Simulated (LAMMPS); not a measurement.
Pressure dependence of Pt (fcc) at 1220 K, from the crystal.

Model: classical MD, pair style eam, the elements' _u3.eam files (universal-3 set of Foiles, Baskes and Daw) (LAMMPS).

```csv
P (GPa),state,volume,coordination number
0,crystal; no diffusion seen in 30 ps,15.5550 ± 0.0004 Å³/atom,12.2 (counted to 3.46 Å)
2,crystal; no diffusion seen in 30 ps,15.4197 ± 0.0003 Å³/atom,12.1 (counted to 3.42 Å)
5,crystal; no diffusion seen in 30 ps,15.2322 ± 0.0004 Å³/atom,12.1 (counted to 3.42 Å)
```

Caution (rows 2; 5): a run this short can hold a crystal over, or a liquid under, the potential's own melting point, which these runs don't give.

Estimate the isothermal bulk modulus at zero pressure. A parabola P(ln V) through the three points gives −dP/d ln V = 220 GPa at zero pressure.

States go by the mean squared displacement: a species diffuses where it passes 1.5 Å², still rises and gives D over 1e-6 cm²/s; a crystal has left its structure where atoms lie 0.35 Å off their sites on average or a cubic box changes its shape by 3 %, or the axial ratios of another lie 8 % off the starting cell's, which the potential's own relaxation can also do.

Errors shown are sampling errors alone.
